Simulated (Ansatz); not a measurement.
Base system: CdSe in the zinc blende structure (space group F-43m, No. 216; a = 6.1333 Å).

Calculations: Ansatz (a quantum-chemistry and plane-wave program) r2SCAN, no spin-orbit coupling, earlier PAW set.

Modification: full substitution Se → S, then cell and atoms are relaxed.

Measured band gap: CdSe 1.77 eV (0 K or low temperature; as listed in arXiv:1206.3780); CdS 2.48 eV (0 K or low temperature; as listed in arXiv:1206.3780).

Measured lattice parameter a: CdSe 6.077 Å (room temperature; as listed in arXiv:1206.3780); CdS 5.832 Å (room temperature; as listed in arXiv:1206.3780).

### Question
How well does r2SCAN reproduce the measured shift?

### Answer
With r2SCAN the band gap moves by +0.50 eV (1.03 → 1.54) against +0.71 eV measured; the lattice parameter a moves by -0.254 Å (6.133 → 5.879) against -0.245 Å measured.

No phonon test of stability was made.
